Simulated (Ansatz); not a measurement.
Base system: PbO2 in the rutile structure (space group P4_2/mnm, No. 136; a = 4.9983 Å, c = 3.4115 Å). Axes: x, y, z lie along a, b, c of the conventional cell.

Method: PBEsol, PAW, 420 eV (Ansatz, an electronic-structure program; scalar-relativistic without spin-orbit coupling).

Base values:

The pressure is 0.0 GPa.

Modification: uniaxial strain ε_zz = +1.80 %, all other strain components held at zero, atoms relaxed at fixed cell.

**Question.** Predict the new energy relative to the base and pressure.

**Answer.** The energy rises by 3.6 meV/atom; the pressure (mean of the normal stresses, compression positive) goes from zero to -2.8 GPa.

Whether these cells are dynamically stable was not tested. All final runs are without spin polarisation. Gaps under 0.05 eV, about the width of the smearing, are given as zero.
